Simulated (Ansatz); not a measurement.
**SrMoO3 in the cubic perovskite structure (space group Pm-3m, No. 221; a cell from a computed database, its experimental status unchecked)**

```
CELL_PARAMETERS angstrom
      3.95031     0.00000     0.00000
      0.00000     3.95031     0.00000
      0.00000     0.00000     3.95031
ATOMIC_POSITIONS crystal
  Sr 0.50000 0.50000 0.50000
  Mo 0.00000 0.00000 0.00000
  O  0.50000 0.00000 0.00000
  O  0.00000 0.50000 0.00000
  O  0.00000 0.00000 0.50000
```

Computed with PBEsol (Ansatz, an electronic-structure program, PAW, spin-orbit coupling left out). Γ-centred 12×12×12 mesh, Fermi–Dirac width 0.05 eV.

| Quantity | Value |
|---|---|
| Volume per atom | 12.33 Å³ |
| Density | 6.24 g/cm³ |
| Band gap | zero |
| Total energy | -2015.407 eV/atom (σ→0; compares only within this code and set-up) |

No phonon test of stability was made. No Hubbard U is applied, and correlation can decide whether such a compound is a metal. The final runs are not spin-polarised. Many cubic perovskites are stable only at high temperature; tilts and polar distortions were not tested.
